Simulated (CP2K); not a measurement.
Worked example: self-consistent single point of Ti₂H (P1, 6 atoms in the cell) in CP2K.

Method of the run: CP2K with LDA (Pade form), GPW, DZVP-MOLOPT-SR-GTH basis, GTH-PADE potentials (GTH_POTENTIALS).

```
Ti2H
1.0
    4.22920     0.00000     0.00000
    0.00000     4.22920     0.00000
    0.00000     0.00000     4.22920
Ti H
4 2
Direct
  0.25500   0.74848   0.25423
  0.74771   0.75199   0.74684
  0.74368   0.25479   0.25198
  0.24889   0.25135   0.74758
  0.00196   0.00233   0.99603
  0.50277   0.49106   0.50333
```

Reference input (self-consistent single point, DFT PBEsol, GPW, DZVP-MOLOPT-SR-GTH basis, GTH-PBE potentials (GTH_POTENTIALS)): CUTOFF = 600 Ry; REL_CUTOFF = 50 Ry; SMEAR/METHOD = FERMI_DIRAC; ELECTRONIC_TEMPERATURE = 1160.45 K; KPOINTS/SCHEME = MONKHORST-PACK 5 5 5; XC_FUNCTIONAL = PBE:PBESOL; Ti/BASIS_SET = DZVP-MOLOPT-SR-GTH-q12; Ti/POTENTIAL = GTH-PBE-q12; H/BASIS_SET = DZVP-MOLOPT-SR-GTH-q1; H/POTENTIAL = GTH-PBE-q1; METHOD = GPW; EPS_DEFAULT = 1e-10. This run's input differs from it in these lines:

```diff
@@ -43,6 +43,3 @@
     &XC
-      &XC_FUNCTIONAL
-        &PBE
-          PARAMETRIZATION PBESOL
-        &END PBE
+      &XC_FUNCTIONAL PADE
       &END XC_FUNCTIONAL
@@ -80,3 +77,3 @@
       BASIS_SET DZVP-MOLOPT-SR-GTH-q12
-      POTENTIAL GTH-PBE-q12
+      POTENTIAL GTH-PADE-q12
     &END KIND
@@ -84,3 +81,3 @@
       BASIS_SET DZVP-MOLOPT-SR-GTH-q1
-      POTENTIAL GTH-PBE-q1
+      POTENTIAL GTH-PADE-q1
     &END KIND
```

Output, abridged:

```
 SCF WAVEFUNCTION OPTIMIZATION

  Step     Update method      Time    Convergence         Total energy    Change
     1 NoMix/Diag. 0.30E+00      -     1.75264096      -234.9151822075 -2.35E+02
     2 Broy./Diag. 0.30E+00      -     0.02301115      -236.5987265200 -1.68E+00
     3 Broy./Diag. 0.30E+00      -     0.02261706      -234.8562072949  1.74E+00
     4 Broy./Diag. 0.30E+00      -     0.01224837      -233.7907703194  1.07E+00
     5 Broy./Diag. 0.30E+00      -     0.00952964      -233.8739468215 -8.32E-02
     6 Broy./Diag. 0.30E+00      -     0.00193994      -233.9337812418 -5.98E-02
   [... 4 lines left out ...]
    11 Broy./Diag. 0.30E+00      -     0.00000321      -233.9066263639 -2.18E-04
    12 Broy./Diag. 0.30E+00      -     0.00000347      -233.9065494819  7.69E-05
    13 Broy./Diag. 0.30E+00      -     0.00000218      -233.9065407790  8.70E-06
    14 Broy./Diag. 0.30E+00      -     0.00000033      -233.9065376249  3.15E-06
  *** SCF run converged in    14 steps ***

  Overlap energy of the core charge distribution:               0.00000000000004
  Self energy of the core charge distribution:               -430.41726386972260
  Core Hamiltonian energy:                                    109.37754945494409
  Hartree energy:                                             116.61203832356156
  Exchange-correlation energy:                                -29.47155094146573
  Electronic entropic energy:                                  -0.00731059007856
  Fermi energy:                                                 0.35987177011880

  Total energy:                                              -233.90653762491360
  Total energy (extrapolated to T->0):                       -233.90288232987433

                     Mulliken Population Analysis

   [... lines left out ...]

 STRESS| Analytical stress tensor [bar]
 STRESS|                        x                   y                   z
 STRESS|      x       -7.23589330122E+04   3.76737068576E+03  -7.34996939934E+03
 STRESS|      y        3.76737068576E+03  -7.28452564341E+04   8.25247438163E+02
 STRESS|      z       -7.34996939934E+03   8.25247438163E+02  -7.25155756416E+04
 STRESS| 1/3 Trace                                            -7.25732550293E+04
```

The run converged in 14 iterations. Against the reference run the pressure goes from -2.99 to -7.26 GPa and the largest force goes from 0.712 to 0.676 eV/Å.

The starting cell comes from a database of computed structures (which also holds hypothetical and non-ambient phases and stackings), without a prior relaxation at this level. Its atoms were displaced at random from the sites of space group no. 224. Spin polarisation is off. Values carry the incompleteness of an atom-centred basis. With a pressure of about -7 GPa the cell is away from its equilibrium volume at this level.

Cost on one core of a shared machine: roughly 30 s.
